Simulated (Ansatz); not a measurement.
For Ta2B2Si (model structure, started from the Ti2InB2 type, P-6m2, No. 187, 5 atoms in the cell), PBEsol in Ansatz (plane waves, PAW) gives:

* **lattice parameter a**: 3.136 Å
* **c axis length**: 6.908 Å
* **bulk modulus B0**: 251 GPa
* **cohesive energy**: 7.91 eV/atom

Task: What does r²SCAN (plane waves, PAW; Ansatz, a quantum-chemistry and plane-wave program) give for the same quantities?

Result: 
- lattice constant a: 3.152 Å (goes up by 0.5 %)
- lattice parameter c: 6.908 Å (is nearly the same)
- bulk modulus: 250 GPa (hardly moves)
- cohesive energy: 7.22 eV/atom (decreases by 0.69 eV/atom)

Changes are worked out from the printed values.

Unless a cell is named, each level is at its own relaxed cell (PBEsol 11.76, r²SCAN 11.89 Å³/atom).

Levels without +SOC leave out spin–orbit coupling, which shifts energies and cells of such heavy elements.

Caveats: the bulk modulus is −V dP/dV from two relaxed cells at ±2 % in volume (PBEsol, r²SCAN). Ansatz's density-functional and Hartree–Fock values are scalar-relativistic unless marked +SOC, with PAW data made under PBE.

A model structure was made by putting elements into a prototype or built by hand; it is no filed structure, need not be a known phase, and can be a saddle point held by its symmetry.
